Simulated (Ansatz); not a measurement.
The reference is Zr in the hcp (Mg type) structure (space group P6_3/mmc, No. 194; relaxed with 0.1 eV smearing).

```xyz
2
Lattice="3.1825 0.0000 0.0000 -1.5912 2.7561 0.0000 0.0000 0.0000 5.1235" Properties=species:S:1:pos:R:3 pbc="T T T"
Zr     1.5912     0.9187     3.8426
Zr     0.0000     1.8374     1.2809
```

Cartesian axes are those of the cell as printed.

Method: DFT with PBEsol, PAW potentials and a 420 eV plane-wave cutoff in Ansatz (a program for electronic structure), spin-orbit coupling left out.

It is then changed as follows: tensile biaxial strain of 2.50 % in the plane normal to [001], as in epitaxy on a mismatched substrate; the out-of-plane cell vector and the atoms relax.

Q: Predict the new ratio −ε⊥/ε∥.

A: The ratio −ε⊥/ε∥ is 0.80.

Whether these cells are dynamically stable was not tested. All final runs are without spin polarisation.
